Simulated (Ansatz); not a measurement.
System: Ti-vacancy pair (Ti on one host W site, one W site vacant) in bcc W (neutral cell). The step: one W atom jumps into the vacancy from a nearby W site (Ti-vacancy distance between ideal sites 2.76 → 5.51 Å); the atom moves 2.69 Å along (-0.49, -0.49, -0.49) of the unit cell; the moving atom starts with neighbours W at 2.72, 2 W at 2.74, 3 W at 2.76, W at 2.77, W at 3.14, 2 W at 3.15, 2 W at 3.20, W at 3.23 Å and ends with Ti at 2.80; 2 W at 2.73, 3 W at 2.75, W at 2.76, W at 3.13, 2 W at 3.15, 2 W at 3.21, W at 3.24 Å. DFT values are from Ansatz (plane-wave PAW, 420 eV unless said) in a cell of 36 host sites, spin-restricted, static, with no finite-size correction. Forms of the defect that were not tried may lie lower. For the PBE band: the saddle point's order was not checked, and it lies on a symmetry element of the cell, where a band can be held.

| Level | Forward barrier (eV) | Cost of the band or of the saddle's single point |
|---|---|---|
| CHGNet universal potential (has no charge state), its own band | 0.87 | - |
| PBE, a 2×2×3 k-point mesh shifted by half a step, band relaxed | 1.67 | very roughly 70 core-minutes |
| PBE, a 3×3×5 k-point mesh shifted by half a step, same geometries | 1.76 | roughly 9 core-minutes |
| r2SCAN at 500 eV, a 2×2×3 k-point mesh shifted by half a step, same geometries | 1.82 | roughly 7 core-minutes |

Ansatz is an electronic-structure program.
